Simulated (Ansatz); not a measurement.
Response to strain in GaN

The parent structure is GaN in the zinc blende structure (space group F-43m, No. 216; a = 4.498 Å). Axes: x, y, z lie along the cube axes.

Strains are applied to the cell and any free atomic positions relax; under biaxial strain the out-of-plane vector relaxes too.

All numbers come from plane-wave PAW DFT at the r2SCAN level (Ansatz, a program for electronic structure, 500 eV), no SOC.

```json
[
 {"biaxial strain, plane normal [111], relaxed out of plane (%)": "-2.5", "band gap (eV)": "2.30"},
 {"biaxial strain, plane normal [111], relaxed out of plane (%)": "-2.08", "band gap (eV)": "2.28"},
 {"biaxial strain, plane normal [111], relaxed out of plane (%)": "-1.67", "band gap (eV)": "2.27"},
 {"biaxial strain, plane normal [111], relaxed out of plane (%)": "-1.25", "band gap (eV)": "2.25"},
 {"biaxial strain, plane normal [111], relaxed out of plane (%)": "-0.83", "band gap (eV)": "2.22"},
 {"biaxial strain, plane normal [111], relaxed out of plane (%)": "-0.42", "band gap (eV)": "?"},
 {"biaxial strain, plane normal [111], relaxed out of plane (%)": "0", "band gap (eV)": "2.17"}
]
```

Question: Fit E_g = E₀ + Dε (ε in %) to the rows shown and predict the withheld row.

Answer: Least squares on the printed values gives E₀ = 2.18 eV, D = -51.8 meV per % of strain (largest residual 0.01 eV); this predicts 2.20 eV, and the run gives 2.20 eV, in agreement.

Whether these cells are dynamically stable was not tested. This is not the structure that GaN has at room temperature and ambient pressure.
